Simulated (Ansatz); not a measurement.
The structure below was relaxed with PBEsol/PAW in Ansatz (a program for electronic structure), no spin-orbit coupling.

```xyz
1
Lattice="-1.4071 1.4071 1.4071 1.4071 -1.4071 1.4071 1.4071 1.4071 -1.4071" Properties=species:S:1:pos:R:3 pbc="T T T"
Cr     0.0000     0.0000     0.0000
```

**Question.** Find the space group and the Wyckoff positions.

**Answer.** Space group Im-3m (No. 229); a = b = c = 2.814 Å, α = β = γ = 90.00°

```
atom  site  symmetry       x       y       z
----  ----  --------  ------  ------  ------
Cr      2a      m-3m  0.0000  0.0000  0.0000
```

**Question.** Describe the coordination.

**Answer.** The crystal has 2 atoms in its conventional cell. Lattice parameters: a = b = c = 2.8142 Å, α = β = γ = 90.00°. Cr has 8 Cr at 2.437 Å and 6 Cr at 2.814 Å. (Neighbours: up to the widest gap in distance over summed covalent radii, below 1.35, at either atom.)

No phonon test of stability was made. Seeded moments were not kept for Fe → Cr. All final runs are without spin polarisation. The cell was made from Fe by this change: Fe → Cr. Real Cr is antiferromagnetic at low temperature and ambient pressure, an order that this cell doesn't hold.
